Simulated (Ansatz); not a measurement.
**Pressure series in hypothetical zinc blende BiB**

Start from BiB in the zinc blende structure (space group F-43m, No. 216; a = 5.456 Å; a hypothetical phase, not in the database extracts checked).

Cell and atoms are relaxed at each pressure.

Computed with PBEsol in Ansatz (plane waves to 420 eV, PAW, no spin-orbit coupling).

| pressure (GPa) | volume per atom (Å³/atom) |
|---|---|
| -2 | 20.836 |
| -1 | ? |
| 0 | 20.298 |
| 3 | 19.621 |
| 7 | 18.876 |
| 15 | 17.729 |
| 30 | 16.241 |
| 75 | 13.765 |
| 100 | 12.920 |

Q: Fit the third-order Birch–Murnaghan form P(V) = (3B₀/2)[(V₀/V)^(7/3) − (V₀/V)^(5/3)]·[1 + (3/4)(B₀′ − 4)((V₀/V)^(2/3) − 1)] (squares taken in P) to the rows shown and predict the withheld row.

A: Least squares on the printed values gives V₀ = 20.294 Å³/atom, B₀ = 83.4 GPa, B₀′ = 4.3; this predicts 20.545 Å³/atom, and the run gives 20.557 Å³/atom, 0.012 higher.

Load acts through the strain it causes; cell and atoms are relaxed under it. Whether these cells are dynamically stable was not tested. No other phases were tried under pressure.

Ansatz is an electronic-structure program.
